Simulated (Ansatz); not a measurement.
CaMoO4 (I4₁/a, No. 88), treated with PBEsol (Ansatz, an electronic-structure program, PAW).

Numerical settings: plane-wave cutoff 520 eV, 10×10×10 k mesh, Fermi–Dirac smearing 0.01 eV, no spin polarisation, scalar-relativistic PAW data made under PBE.

Cell (measured lattice):

```
CaMoO4
1.0
   -2.61180     2.61180     5.71425
    2.61180    -2.61180     5.71425
    2.61180     2.61180    -5.71425
Mo Ca O
2 2 8
Cartesian
  0.00000   0.00000   5.71425
  2.61180   0.00000   2.85712
  0.00000   0.00000   0.00000
  0.00000   2.61180   2.85712
  1.34038   0.77362   1.89256
  0.77362   1.27142   4.74968
  3.88322  -0.77362   1.89256
  1.83818   1.34038  -0.96457
  1.27142  -0.77362   6.67882
  1.83818  -1.27142   3.82169
  1.34038   3.38542   0.96457
  3.38542   1.27142   3.82169
```

Question: What does this level give for the band gap?

Answer: 
band gap: 3.44 eV

Note: cell and atoms aren't relaxed at this level (largest force component 0.16 eV/Å, pressure -0.3 GPa).

Spin–orbit coupling is not included.

The computed numbers hold no vibrational or temperature effects.
